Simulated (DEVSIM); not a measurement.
Structure: CdS/CdTe n-p heterojunction, at 300 K.

Layer 1 from the left is CdS, thickness (μm) 0.230, Nd (cm⁻³) 3.8e16, τn (s) 5.6e-9, τp (s) 5.6e-9. Layer 2 from the left is CdTe, thickness (μm) 0.970, Na (cm⁻³) 6.7e15, τn (s) 5.6e-9, τp (s) 5.6e-9.

Left contact: ohmic. Right contact: ohmic. Voltage is applied to the left contact. Recombination: SRH at mid-gap. Mobility is μmin + (μ − μmin)/(1 + (N/Nref)^α).

This is a model device: material constants are rounded textbook-type values typed into the input, and sizes, dopings and lifetimes were drawn at random. Values at 300 K.

CdS: gap (eV) 2.4, affinity (eV) 4.3, permittivity 9, Nc (cm⁻³) 2.2e18, Nv (cm⁻³) 1.8e19, μn (cm²/Vs) 300, μp (cm²/Vs) 25, μn,min 30, μp,min 3, Nref,n 1e17, Nref,p 1e17, αn 0.6, αp 0.6. CdTe: gap (eV) 1.5, affinity (eV) 4.28, permittivity 10.2, Nc (cm⁻³) 8e17, Nv (cm⁻³) 1.8e19, μn (cm²/Vs) 1000, μp (cm²/Vs) 80, μn,min 100, μp,min 10, Nref,n 1e17, Nref,p 1e17, αn 0.6, αp 0.6.

Simulated with DEVSIM: 1D drift-diffusion, Boltzmann statistics, complete ionisation; no tunnelling, impact ionisation, image-force lowering or self-heating. Band offsets follow the typed affinities; no thermionic-emission limit at abrupt steps, no polarisation charge.

Task: What does the simulation give for the dark forward voltage at 1 A/cm², the potential step across the device at zero bias?

Result: dark forward voltage at 1 A/cm² 1.025 V; potential step across the device at zero bias 1.171 V.
